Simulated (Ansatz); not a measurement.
In an H-capped Sn nanowire along [110], 6 atoms a period besides the caps, the lowest empty band has its minimum at Γ and lies 0.065 eV higher 0.0411 Å⁻¹ away along the axis.

Calculation: PBE (plane waves to 420 eV, PAW; Ansatz, a program for electronic structure). Mesh 1×1×8. No spin polarisation. It repeats along c; a and b span vacuum. An idealised model, cut from the bulk lattice. Symmetry and one short period hold its shape; lower forms weren't sought. Values not marked SOC lack spin–orbit coupling.

Task: Estimate the electron mass along the axis.

Result: For a parabola ΔE = ħ²Δk²/2m, and ħ²/2mₑ = 3.810 eV Å². So m/mₑ = 3.810 × 0.0411²/0.065 = 0.099. The curvature over a step a third as long gives 0.096; the band is close to a parabola here.
